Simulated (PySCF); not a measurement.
PySCF 2.14.0, WB97X/def2-svp, df: Ge(Cl)2(NCO)2 (O=C=[N][Ge]([Cl])([Cl])[N]=C=O), 9 atoms. The geometry is a generated start, not checked to be a minimum at this level.

| Item | Value |
|---|---|
| task | energy |
| method | wb97x |
| basis | def2-svp |
| two-electron scheme | density fitting |
| mol.max_memory | 3000 MB |
| mf.max_cycle | 100 |
| mf.DIIS | CDIIS (default) |
| mf.conv_tol | 1e-09 (default) |
| mf.grids.level | 3 (default) |
| basis functions | 152 |
| grid points | 142608 |

```xyz
9

O      3.4658     0.7750    -0.2927
C      2.4308     0.2715    -0.2890
N      1.3688    -0.2677    -0.3578
Ge    -0.2299    -0.9468     0.1089
Cl    -0.2158    -1.5454     2.1082
Cl    -0.7057    -2.4303    -1.2529
N     -1.3897     0.4037    -0.1222
C     -2.0368     1.3969     0.0117
O     -2.6877     2.3430     0.0858
```

With the defaults (mf.diis = true, mf.init_guess = minao, mf.level_shift = 0, mf.diis_space = 8, newton = off) it converges in 13 Fock builds. One run each on 2 threads, 1 BLAS thread, with these changes:
- mf.diis_space = 12
- mf.level_shift = 0.1 Hartree
- mf.init_guess = huckel
- mf.init_guess = 1e
- mf.level_shift = 0.3 Hartree
- mf.diis_space = 20
- mf.diis = false
- newton = Hessian by the SCF's own integrals
- mf.level_shift = 1 Hartree

**Question.** Which of these changes keep the SCF from converging, or lead it to another solution?

**Answer.** No convergence: mf.diis = false (the run ends without SCF convergence in 100 cycles). The rest reach the solution of the defaults.

```
setting                                      Fock builds             end
-------------------------------------------  -----------  --------------
the defaults                                          13   same solution
mf.diis_space = 20                                    13   same solution
mf.diis_space = 12                                    13   same solution
mf.level_shift = 0.1 Hartree                          14   same solution
mf.init_guess = huckel                                14   same solution
mf.level_shift = 0.3 Hartree                          15   same solution
mf.level_shift = 1 Hartree                            24   same solution
newton = Hessian by the SCF's own integrals           29   same solution
mf.init_guess = 1e                                    55   same solution
mf.diis = false                                      101  no convergence
```

Under newton the count holds the products with the orbital Hessian.
